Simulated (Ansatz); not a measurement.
Base system: Li₂S in the anti-fluorite structure (space group Fm-3m, No. 225).

```
Li2S
1.0
    0.00000     2.85283     2.85283
    2.85283     0.00000     2.85283
    2.85283     2.85283     0.00000
Li S
2 1
Direct
  0.25000   0.25000   0.25000
  0.75000   0.75000   0.75000
  0.00000   0.00000   0.00000
```

Calculations: PBE (Ansatz, a program for electronic structure), spin-orbit coupling left out.

It is then changed as follows: an isotropic linear strain of +2.50 %, atoms relaxed at fixed cell.

### Question
What happens to the mean gap deformation potential ΔEg/Δln V and energy relative to the base?

### Answer
The mean gap deformation potential ΔEg/Δln V comes out as +0.5 eV; the energy rises by 10 meV/atom.

No phonon test of stability was made.
